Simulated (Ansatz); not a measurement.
An Ansatz (an electronic-structure program) run: ZrV2 with a change (biaxial strain +4.32 %, plane normal [001], relaxed out of plane); Ansatz, PBEsol, PAW, cutoff 420 eV, scalar-relativistic without spin-orbit coupling.

Input:

Ansatz 0.2 input:
```yaml
crystal:
  lattice:
    - [5.3818905925, 0, 0]
    - [2.6909452962, 4.6608539735, 0]
    - [0, 0, 8.1038458958]
  atoms:
    - { symbol: Zr, position: [0.3333333333, 0.3333333333, 0.4363989237] }
    - { symbol: Zr, position: [0.6666666667, 0.6666666667, 0.5636010763] }
    - { symbol: Zr, position: [0.6666666667, 0.6666666667, 0.9363989237] }
    - { symbol: Zr, position: [0.3333333333, 0.3333333333, 0.0636010763] }
    - { symbol: V, position: [0, 0, 0.5] }
    - { symbol: V, position: [0, 0, 0] }
    - { symbol: V, position: [0.8308040474, 0.3383919052, 0.25] }
    - { symbol: V, position: [0.1691959526, 0.6616080948, 0.75] }
    - { symbol: V, position: [0.6616080948, 0.1691959526, 0.75] }
    - { symbol: V, position: [0.3383919052, 0.8308040474, 0.25] }
    - { symbol: V, position: [0.8308040474, 0.8308040474, 0.25] }
    - { symbol: V, position: [0.1691959526, 0.1691959526, 0.75] }
basis: { ecutwfc: 420, ecutrho_ratio: 4, xc_grid: 2, fft_grid_basis: typed }
kpoints: { mp_grid: { grid: [9, 9, 5] } }
hamiltonian:
  xc: pbesol
  dispersion: none
  pseudopotentials: { kind: paw }
scf: { occupations: { method: fermi_dirac, width: 0.05 } }
relax: { f_tol: 0.005, max_steps: 50, cell: { stress_tol: 0.01, fix: [a, b, gamma] } }
output: { forces: true, stress: true }
checkpoint: { write: state.ck, write_every: 1000 }
```

Output (explanatory and most iteration lines left out):

```
Relaxation: its limit of steps is 50 (relax.max_steps)
Pseudopotential: Zr, paw, valence charge 12
Pseudopotential: V, paw, valence charge 13
Crystal: 12 atoms, lattice volume = 203.279 Å³
Basis set: ecut = 420 eV, 3969 PW (Γ), exchange–correlation on 72×72×120 points (8 copies of the dense FFT grid, shifted against one another)
Bands: 92, of which v1, the nominal top of the filled ones, is band 76 counted from 1 (75 counted from 0)
Symmetry: 24 space group operations
Space group: P63/mmc (ITA 194), of the structure as read, at distance tolerance 5.9e-5 Å
k-points: 36 of 405
Functional: x = pbesol(κ = 0.804, μ = 0.12345679012345678), c = pbesol(β = 0.046)
SCF iter   1: F=—  HF=-39596.245583 eV  |F-HF|=—  |Δ(HF+E_count)|=         —  Δρ=1.02e-2  dr2=2.10e-1  ethr=1.77e-3  ⟨swp⟩=7.1  Hψ=12041  notcnv=0  defer=2
SCF iter   2: F=—  HF=-39596.226255 eV  |F-HF|=—  |Δ(HF+E_count)|=   1.93e-2  Δρ=4.16e-3  dr2=3.06e-2  ethr=1.38e-4  ⟨swp⟩=2.1  Hψ=4355  notcnv=0  defer=79
SCF 1 converged in 7 iterations: F = -39596.222911 eV  dr2 = 2.17e-8
relax step   1: F+E_penalty+E_count = -39596.22291128 eV  Δ(F+E_penalty+E_count) = +0.000e0 eV  max|allowed force component| = 1.520e-1 eV/Å  Δτ_max = 0.0000 Å  P = -8.311 GPa  Ω = 203.279 Å³  fix = [a, b, gamma]  reactions: a -9.016, b -9.016 GPa  (7 SCF iters, dr2 threshold 1.00e-7 eV, accepted)
[... steps on the carried basis left out ...]
relax step   5: F+E_penalty+E_count = -39596.41558214 eV  Δ(F+E_penalty+E_count) = -1.604e-5 eV  max|allowed force component| = 2.060e-4 eV/Å  Δτ_max = 0.0005 Å  P = -2.637 GPa  Ω = 195.018 Å³  energy of the carried Pulay correction = +1.989e-3 eV  fix = [a, b, gamma]  reactions: a -3.954, b -3.954 GPa  (6 SCF iters, dr2 threshold 2.04e-9 eV, accepted)
Crystal: 12 atoms, lattice volume = 195.018 Å³
Basis set: ecut = 420 eV, 3775 PW (Γ), exchange–correlation on 72×72×108 points (8 copies of the dense FFT grid, shifted against one another)
SCF iter   1: F=—  HF=-39596.413540 eV  |F-HF|=—  |Δ(HF+E_count)|=         —  Δρ=6.16e-5  dr2=8.76e-7  ethr=1.86e-6  ⟨swp⟩=2.6  Hψ=18441  notcnv=0
SCF iter   2: F=—  HF=-39596.413858 eV  |F-HF|=—  |Δ(HF+E_count)|=   3.18e-4  Δρ=3.30e-5  dr2=3.88e-7  ethr=5.76e-10  ⟨swp⟩=2.9  Hψ=6357  notcnv=0
SCF 6 converged in 6 iterations: F = -39596.413859 eV  dr2 = 4.11e-12
SCF converged after 6 iterations
Free energy (F): -39596.413859 eV
Internal energy: -39596.254103 eV  (E = F + TS)
E sigma→0 (E₀):  -39596.333981 eV
Entropy (-TS):   -0.159756 eV (-13.313 meV/atom)
Fermi energy:    15.463599 eV
--- Forces (eV/Å), atoms counted from 1 ---
  atom   1  Zr     0.00000000    -0.00000000     0.00012318
  atom   2  Zr    -0.00000000     0.00000000    -0.00012318
  atom   3  Zr    -0.00000000     0.00000000     0.00012318
  atom   4  Zr     0.00000000    -0.00000000    -0.00012318
  atom   5  V      0.00000000    -0.00000000     0.00000000
  atom   6  V     -0.00000000     0.00000000     0.00000000
  atom   7  V     -0.00000000     0.00023192    -0.00000000
  atom   8  V      0.00000000    -0.00023192     0.00000000
  atom   9  V     -0.00020085     0.00011596    -0.00000000
  atom  10  V      0.00020085    -0.00011596     0.00000000
  atom  11  V     -0.00020085    -0.00011596    -0.00000000
  atom  12  V      0.00020085     0.00011596     0.00000000
--- Stress (GPa, compression-positive) ---
       -3.951285       0.000000      -0.000000
       -0.000000      -3.951285       0.000000
       -0.000000       0.000000      -0.007119
  P = ⅓ Tr σ = -2.6366 GPa (-26.366 kbar)
--- Relaxed structure (5 steps of the walk, 5 accepted, 1 SCFs on fresh bases) ---
  cell:  # Å, volume = 195.0179 Å³
    - [5.381890592503762, 2.886736998238231e-11, -2.170603436783494e-29]
    - [2.690945296226881, 4.660853973511175, -3.504649920648169e-18]
    - [4.4240147269729816e-34, -6.093549172978044e-18, 7.7745310263825465]
  atoms:
    - { symbol: Zr, position: [0.33333333333333326, 0.33333333333333337, 0.4387193878085304] }
    - { symbol: Zr, position: [0.6666666666666665, 0.6666666666666667, 0.5612806121914694] }
    - { symbol: Zr, position: [0.6666666666666665, 0.6666666666666667, 0.9387193878085306] }
    - { symbol: Zr, position: [0.33333333333333326, 0.33333333333333337, 0.061280612191469554] }
    - { symbol: V, position: [-8.321588609348496e-20, 1.3957126895431273e-19, 0.49999999999999994] }
    - { symbol: V, position: [-8.32158860934849e-20, 1.3957126895431268e-19, 3.5676959192833525e-20] }
    - { symbol: V, position: [0.8303972185746624, 0.33920556285067593, 0.24999999999999997] }
    - { symbol: V, position: [0.16960278142533786, 0.6607944371493243, 0.7499999999999999] }
    - { symbol: V, position: [0.660794437149324, 0.16960278142533794, 0.7499999999999999] }
    - { symbol: V, position: [0.3392055628506761, 0.8303972185746622, 0.24999999999999997] }
    - { symbol: V, position: [0.8303972185746622, 0.8303972185746621, 0.24999999999999997] }
    - { symbol: V, position: [0.16960278142533788, 0.16960278142533797, 0.7499999999999999] }
```

Without a gap, meshes like the base's 9×9×5 leave anisotropic stresses uncertain by several tenths of a GPa, and small strain energies with them. Whether these cells are dynamically stable was not tested. All final runs are without spin polarisation. The cell was made from ZrV$_{2}$ (space group P6_3/mmc, No. 194; a cell from a computed database, its experimental status unchecked) by this change: biaxial strain +4.32 %, plane normal [001], relaxed out of plane. ZrV2 has a high density of states at the Fermi level and may be magnetic at this level.
